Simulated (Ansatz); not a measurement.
# TiO2: pressure series

Start from TiO$_{2}$ in the anatase structure (space group I4_1/amd, No. 141; a = 3.798 Å, c = 9.704 Å).

Cell and atoms are relaxed at each pressure.

All numbers come from PBE/PAW in Ansatz (a first-principles code), spin-orbit coupling left out, earlier PAW set.

Candidates:
(a) pressure −1 GPa
(b) pressure 1.5 GPa
(c) pressure 0.3 GPa

Before the change:

- c/a ratio = 2.555

**Question.** Order them by c/a ratio, lowest first.

**Answer.** (b) pressure 1.5 GPa (2.544), (c) pressure 0.3 GPa (2.553), (a) pressure −1 GPa (2.562)

Load acts through the strain it causes; cell and atoms are relaxed under it. Stability against distortions was not tested. The final runs are not spin-polarised.
